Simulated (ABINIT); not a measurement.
Band structure of Mg (P6_3/mmc, 2 atoms in the cell).

```
Mg
1.0
    1.64352    -2.84666     0.00000
    1.64352     2.84666     0.00000
    0.00000     0.00000     5.33504
Mg
2
Direct
  0.33333   0.66667   0.25000
  0.66667   0.33333   0.75000
```

Method: PBE, norm-conserving pseudopotentials (PseudoDojo nc-sr-05 PBE standard) (plane waves; ABINIT).

Settings: pseudos = [Mg.upf]; ecut = 42 Ha; occopt = 3; tsmear = 0.1 eV; ngkpt = 12 12 6; nshiftk = 1; shiftk = 0 0 0; potentials = PseudoDojo nc-sr-05 PBE standard; kptopt = 1; nstep = 100; tolvrs1 = 1e-12; ndtset = 2; getden2 = 1.

The starting cell has typed, rounded lattice constants, without a prior relaxation at this level. Its lattice was rescaled by a random factor within 2.5 % of one.

Levels in eV from the Fermi level, bands 7 to 14:
```json
[
 {"point": "Γ", "7": "-42.91", "8": "-42.91", "9": "-6.57", "10": "-1.53", "11": "-1.23", "12": "10.44", "13": "10.44", "14": "10.52"},
 {"point": "M", "7": "-42.91", "8": "-42.91", "9": "-2.05", "10": "-1.98", "11": "2.56", "12": "3.01", "13": "3.06", "14": "3.48"},
 {"point": "K", "7": "-42.92", "8": "-42.92", "9": "-0.57", "10": "-0.57", "11": "-0.50", "12": "3.97", "13": "3.97", "14": "4.12"},
 {"point": "A", "7": "-42.91", "8": "-42.91", "9": "-5.25", "10": "-5.25", "11": "4.81", "12": "4.81", "13": "11.27", "14": "11.27"},
 {"point": "L", "7": "-42.91", "8": "-42.91", "9": "-1.00", "10": "-1.00", "11": "-0.45", "12": "-0.45", "13": "7.61", "14": "7.61"},
 {"point": "H", "7": "-42.91", "8": "-42.91", "9": "0.24", "10": "0.24", "11": "0.73", "12": "0.73", "13": "1.34", "14": "1.34"}
]
```

Bands cross the Fermi level along this path, so the cell is metallic at this level.
